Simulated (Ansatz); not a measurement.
We consider quartz-high SiO2 (high-temperature phase), described by BLYP in Ansatz (plane waves, PAW).

Settings: plane-wave cutoff 520 eV, 12×12×6 k mesh (along the axes of the cell as run), Fermi–Dirac smearing 0.01 eV, scalar-relativistic PAW data made under PBE.

Computed at the level's own relaxed cell.

Question: Estimate the band gap, c axis length and bulk modulus B0 that the calculation returns.

Answer: 
band gap: 5.52 eV (indirect)
c axis length: 5.603 Å
bulk modulus B0: 132 GPa

Note: symmetry holds this phase in the static calculation, where it need not be a minimum; held by symmetry at 0 K, a high-temperature phase can be a saddle point; the volume lies 7 % above that of the published cell; the bulk modulus comes from volumes at which shape and atoms were relaxed.

Computed values are for the static lattice.

The result took very roughly 14 core-minutes.

Ansatz is a program for electronic structure.
